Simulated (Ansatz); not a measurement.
Consider Co in the hcp (Mg type) structure (space group P6_3/mmc, No. 194; ferromagnetic).

Space group P6₃/mmc (No. 194); a = b = 2.457 Å, c = 3.969 Å, α = β = 90.00°, γ = 120.00°

```json
[
 {"atom": "Co", "site": "2c", "symmetry": "-6m2", "x": "0.3333", "y": "0.6667", "z": "0.2500"}
]
```

All numbers come from PBEsol (Ansatz, a quantum-chemistry and plane-wave program), no spin-orbit coupling.

Before the change:

The magnetic state comes out as ferromagnetic. The lattice parameter a comes out as 2.457 Å.

Perturbation: a hydrostatic pressure of 1.5 GPa.

How does this affect the magnetic state?

The magnetic state stays ferromagnetic.

Estimate the effect on the lattice parameter a.

The lattice parameter a falls by 0.005 Å (2.457 Å → 2.452 Å).

The magnetic state is the one reached from the starting moments; the real material's order can differ, and small cells can't hold many antiferromagnetic ones. Load acts through the strain it causes; cell and atoms are relaxed under it. Whether these cells are dynamically stable was not tested.
